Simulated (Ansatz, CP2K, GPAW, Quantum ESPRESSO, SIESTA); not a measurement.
Code comparison for ScGe₂ (P1, 6 atoms in the cell)

Self-consistent single point, at a second geometry (atoms moved at random). First geometry:

```
CELL_PARAMETERS angstrom
      1.92894    -7.54614     0.00000
      1.92894     7.54614     0.00000
      0.00000     0.00000     3.79182
ATOMIC_POSITIONS crystal
  Sc 0.89685 0.10315 0.75000
  Sc 0.10315 0.89685 0.25000
  Ge 0.55544 0.44456 0.75000
  Ge 0.44456 0.55544 0.25000
  Ge 0.25212 0.74788 0.75000
  Ge 0.74788 0.25212 0.25000
```

Second geometry:
```xyz
6
Lattice="1.9289 -7.5461 0.0000 1.9289 7.5461 0.0000 0.0000 0.0000 3.7918" Properties=species:S:1:pos:R:3 pbc="T T T"
Sc     1.8799    -5.9712     2.8460
Sc     1.9725     6.0274     0.9586
Ge     1.8909    -0.8563     2.8532
Ge     1.9692     0.8524     0.9191
Ge     1.9506     3.7253     2.8888
Ge     1.9105    -3.7776     0.9097
```

Shared settings, as Ansatz (a program for electronic structure) writes them: kpoints.mp_grid.grid = 4 4 4; scf.occupations.method = gaussian; scf.occupations.width = 0.136 eV. Potentials and cutoffs stand in the table.

```tsv
code	model	ΔF from the first geometry (meV/atom)	pressure (GPa)	largest force (eV/Å)	cutoff
CP2K	LDA (Pade form), GPW, DZVP-MOLOPT-SR-GTH basis, GTH-PADE potentials (GTH_POTENTIALS)	10.6	-4.52	0.553	grid 600 Ry
Quantum ESPRESSO	LDA (PW92), PseudoDojo standard norm-conserving (LDA) pseudopotentials	10.8	-4.68	0.554	80 Ry
GPAW	LDA (Perdew-Wang 92), GPAW PAW datasets LDA (gpaw-data 1.0.1)	10.5	-4.61	0.552	850 eV
SIESTA	LDA PW92, numerical atomic orbitals DZP, PseudoDojo LDA standard norm-conserving potentials (rewritten from UPF to PSML)	10.4	-3.78	0.715	grid 350 Ry
Ansatz	LDA (PW92), PAW files made with PBE	10.8	-4.70	0.555	420 eV
```

Size of the force on each atom (eV/Å): Sizes of forces hide their directions.

```tsv
code	Sc1	Sc2	Ge3	Ge4	Ge5	Ge6
CP2K	0.553	0.511	0.397	0.500	0.292	0.367
Quantum ESPRESSO	0.554	0.511	0.399	0.507	0.326	0.395
GPAW	0.552	0.511	0.402	0.513	0.336	0.399
SIESTA	0.619	0.582	0.606	0.715	0.457	0.526
Ansatz	0.555	0.510	0.400	0.506	0.326	0.393
```

The spread over the programs that give each value: ΔF from the first geometry within 0.4 meV/atom; pressure within 0.92 GPa; largest force within 0.163 eV/Å.

CP2K and SIESTA use small atom-centred bases, whose incompleteness enters pressures, forces and empty levels differently from a plane-wave cutoff. Ansatz's pressure is given at a fixed set of plane waves, as the other plane-wave codes print theirs. In the force vectors, SIESTA (by 0.428) lies more than 0.08 eV/Å from the median of the plane-wave programs.

The shared mesh is coarse (it stands for a supercell whose shortest vector is 15 Å), so the values are not converged in it.

The starting cell comes from a database of computed structures (which also holds hypothetical and non-ambient phases and stackings), without a prior relaxation at this level. For this run, on top of that: atoms moved at random.

Left out of this page: Elk (not drawn, or without a comparable value); FLEUR (with a known weakness of the program).

Keys are those of Ansatz 0.2.
